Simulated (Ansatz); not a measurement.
A dielectric-response calculation of InSe (C2/m, 4 atoms in the cell) with Ansatz (a quantum-chemistry and plane-wave program).

Method of the run: LDA (PW92), PAW files made with PBE (plane waves; Ansatz).

```yaml
crystal:
  lattice:
    - [5.85553, -2.06492, 0.00000]
    - [5.85553, 2.06492, 0.00000]
    - [-1.73185, 0.00000, 4.79521]
  atoms:
    - { symbol: In, position: [0.11180, 0.11180, 0.95316] }
    - { symbol: In, position: [0.88820, 0.88820, 0.04684] }
    - { symbol: Se, position: [0.33907, 0.33907, 0.33104] }
    - { symbol: Se, position: [0.66093, 0.66093, 0.66896] }
```

Reference input (self-consistent single point, DFT, LDA (PW92), plane waves, PAW files made with PBE): basis.ecutwfc = 420 eV; kpoints.mp_grid.grid = 6 6 4; hamiltonian.xc = lda; hamiltonian.pseudopotentials = {kind: paw} (the program's default PAW files); scf.occupations.method = fixed. This run's input differs from it in these lines:

Ansatz 0.2 input:
```diff
@@ -15,3 +15,3 @@
   mp_grid:
-    grid: [6, 6, 4]
+    grid: [7, 7, 5]
 hamiltonian:
@@ -24,6 +24,4 @@
     method: fixed
-output:
-  forces: true
-  eigenvalues: true
-  stress: true
+dielectric:
+  field_mesh: kpoints
```

The program printed (abridged):

```
SCF iter   1: F=—  HF=-21683.710554 eV  |F-HF|=—  |Δ(HF+E_count)|=         —  Δρ=3.76e-2  dr2=3.14e0  ethr=3.10e-3  ⟨swp⟩=5.0  Hψ=14837  notcnv=0  defer=452
all-band conjugate gradients solve this SCF's bands
preconditioner: auto → Resta (q_TF=auto, 2.431 Å⁻¹)
SCF iter   2: F=—  HF=-21682.842109 eV  |F-HF|=—  |Δ(HF+E_count)|=   8.68e-1  Δρ=1.55e-2  dr2=3.16e-1  ethr=3.10e-3  ⟨swp⟩=3.8  Hψ=8351  notcnv=0  defer=468
   [... lines left out ...]
SCF iter   8: F=—  HF=-21682.688017 eV  |F-HF|=—  |Δ(HF+E_count)|=   2.16e-5  Δρ=4.81e-6  dr2=4.07e-8  ethr=9.48e-10  ⟨swp⟩=2.1  Hψ=5320  notcnv=0  defer=200
SCF iter   9: F=—  HF=-21682.688017 eV  |F-HF|=—  |Δ(HF+E_count)|=   2.79e-9  Δρ=1.15e-6  dr2=2.07e-9  ethr=7.02e-11  ⟨swp⟩=2.0  Hψ=7672  notcnv=0  defer=200
SCF iter  10: F=—  HF=-21682.688017 eV  |F-HF|=—  |Δ(HF+E_count)|=  5.02e-10  Δρ=3.83e-7  dr2=1.99e-10  ethr=3.57e-12  ⟨swp⟩=2.1  Hψ=6356  notcnv=0  defer=200
SCF iter  11: F=-21682.688017 eV  HF=-21682.688017 eV  |F-HF|=0.00e0  |Δ(HF+E_count)|=  2.18e-11  Δρ=6.39e-8  dr2=4.16e-12  ethr=1.00e-12  ⟨swp⟩=9.2  Hψ=18841  notcnv=0
SCF 1 converged in 11 iterations: F = -21682.688017 eV  dr2 = 4.16e-12
DFPT response loops at Γ: preconditioner auto → Resta (q_TF=auto, 2.431 Å⁻¹)  ε∞=7.5 (no band partly filled) …
   [... lines left out ...]
WARN: field response: the 7×7×5 k-mesh looks too coarse for the field response at k = (0.2857, 0.2857, -0.2000), direct gap 1.631 eV …
Free energy (F): -21682.688017 eV
Fermi energy:    6.524784 eV
   [... lines left out ...]
         0.00000   -2.75733    0.00000
        -0.10353    0.00000   -1.68797
    site 3:
        -2.96435    0.00000   -0.06832
         0.00000   -2.75733    0.00000
        -0.10353    0.00000   -1.68797
  Z* charge neutrality: 2.069e-5 e pre-enforcement
  k-mesh period / interband length: 25.5 Å / 2.87 Å = 8.87 at k = (0.2857, 0.2857, -0.2000), direct gap 1.631 eV — UNDER 14: by this measure the k-mesh is too coarse for the response
```

The run converged in 11 iterations. 

Summary of the result:
Free energy E − TS (on the zero of these files): -21682.6880 eV
Top of the valence band (on the code's own zero): 6.52 eV
Gap on the k-point mesh: 1.06 eV
ε∞ at this k-point mesh, which may be far from converged in small-gap cells (xx, yy, zz): 14.1, 9.42, 7.85
Born charges at this mesh (mean of the diagonal, e): In 2.47, In 2.47, Se -2.47, Se -2.47

The starting cell comes from a database of computed structures (which also holds hypothetical and non-ambient phases and stackings), without a prior relaxation at this level. Its lattice was rescaled by up to half a per cent.

Cost on one core of a shared machine: roughly 5 min.
